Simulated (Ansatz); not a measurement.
Consider ZnO in the wurtzite structure (space group P6_3mc, No. 186; a = 3.2352 Å, c = 5.2114 Å). Axes: x lies along a and z along c of the hexagonal cell.

The values are results of Ansatz (a program for electronic structure) r2SCAN, no spin-orbit coupling, not measurements.

Base values:

| Quantity | Value |
|---|---|
| Electron mass | 0.19 mₑ (at Γ) |
| Valence-band top at Γ | 0.00, 0.00, -0.10 eV |

The change: biaxial strain +3.58 %, plane normal [001], relaxed out of plane (Cartesian); in-plane vectors clamped, the third vector and the atoms free.

### Question
Predict the new electron mass and valence-band top at Γ.

### Answer
The electron mass changes from 0.19 mₑ (at Γ) to 0.20 mₑ out of plane, 0.18 mₑ in plane (at Γ); the valence-band top at Γ (three highest levels, from the VBM) becomes 0.00, 0.00, -0.11 eV (base: 0.00, 0.00, -0.10 eV).

The levels and masses belong to the bands next to the band gap. Masses are band curvatures over ±0.01 Å⁻¹ around the edge. No phonon test of stability was made.
